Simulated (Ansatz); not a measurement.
Ansatz (a quantum-chemistry and plane-wave program), DFT, PBE, plane waves, its default PAW files: Cu(100) slab of 8 layers, 1x1, atoms displaced (Cu8), unrelaxed, 8 atoms. Basis and mesh were picked for this test and aren't claimed converged.

```yaml
cell: 2.56, 2.56, 32.65 Å; 90, 90, 90°
distance_to_the_nearest_atom: 2.49 to 2.54 Å
task: single point
k mesh: 10×10×1
hamiltonian.xc: pbe
kind_of_files: paw
scf.occupations.method: gaussian
scf.occupations.width: 0.05 eV
output.forces: true
binding of workers (--pin): off
k-point pools (--kpoint-pools): 1
memory maximum (--max-ram): 8GiB
accuracy: medium (default)
basis.precision: auto (default)
basis.xc_grid: 2 (default)
scf.eigensolver.kind: auto (default)
scf.convergence.dr2_threshold: 1e-07 (default)
scf.lower_state_search: light (default)
k-points after symmetry: 52
bands_at_the_start: 85
electrons: 152
plane waves at Γ: 4209
cutoff (eV): 420
FFT grid: 18×18×225
symmetry_operations: 1
```

Settings of this run: scf.mixing.algorithm = auto, scf.mixing.preconditioner = kerker; 4 threads.

| iteration | dr2 (eV) | Hψ |
|---|---|---|
| 1 | 4.52e-2 | 17841 |
| 2 | 1.69e-2 | 8944 |
| 3 | 2.00e-2 | 6241 |
| 4 | 7.22e-3 | 4281 |
| 5 | 1.47e-3 | 4287 |
| 6 | 1.60e-3 | 6498 |
| 7 | 4.65e-4 | 4328 |
| 8 | 2.83e-4 | 5207 |
| 9 | 3.37e-4 | 6381 |
| 10 | 1.90e-4 | 6383 |
| 11 | 1.08e-4 | 5253 |
| 12 | 1.14e-4 | 5583 |
| 13 | 1.05e-4 | 5823 |
| 14 | 1.66e-4 | 6182 |
| … | … | … |
| 28 | 2.83e-5 | 4434 |
| 29 | 2.38e-5 | 4284 |
| 30 | 2.34e-5 | 4414 |
| 31 | 2.04e-5 | 4489 |
| 32 | 1.88e-5 | 4765 |
| 33 | 1.61e-5 | 4355 |
| 34 | 2.66e-5 | 6364 |
| 35 | 1.94e-5 | 6617 |
| … | … | … |
| 48 | 6.44e-7 | 5018 |
| 49 | 7.37e-7 | 6660 |
| 50 | 2.50e-7 | 4839 |
| 51 | 2.91e-7 | 4690 |
| 52 | 2.05e-7 | 4453 |
| 53 | 1.61e-7 | 4622 |
| 54 | 2.34e-7 | 6526 |
| 55 | 6.19e-8 | 17355 |

It converged after 55 SCF iterations.

Task: Which change of one setting makes this cycle converge in far fewer steps?

Result: This is not unique; one that fits is scf.mixing.preconditioner = auto (default) (12 SCF iterations) or scf.mixing.preconditioner = ldos (12 SCF iterations) or scf.mixing.preconditioner = local_kerker (13 SCF iterations), all else kept. The other changes of this size gave: scf.mixing.preconditioner = none (17); scf.mixing.preconditioner = kerker_dos (45); scf.mixing.algorithm = broyden (47). In that run the program took: scf.mixing.algorithm MSR1, scf.mixing.preconditioner LDOS, scf.eigensolver.kind band_cg, --slots 4. The first change moves the result by: energy under 0.001 meV/atom, forces (largest component) 0.015 meV/Å. Counts are of single runs.

Keys are those of Ansatz 0.2.
